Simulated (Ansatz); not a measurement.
# NaSe (P6₃/mmc, No. 194; cell taken from a computed entry)

These are HSE06 (plane waves, PAW; Ansatz, a program for electronic structure) values and carry that method's errors.

Settings: plane-wave cutoff 500 eV, 6×6×2 k mesh (along the axes of the cell as run), gaussian smearing 0.02 eV, scalar-relativistic PAW data made under PBE.

Cell: relaxed with r²SCAN: a = b = 4.6574 Å, c = 10.7620 Å, α = β = 90.00°, γ = 120.00°.

```json
{
 "band_gap": "1.42 eV (on the SCF k mesh)"
}
```

Note: cell and atoms aren't relaxed at this level (largest force component 0.19 eV/Å).

Spin–orbit coupling is not included.

Computed values are for the static lattice.
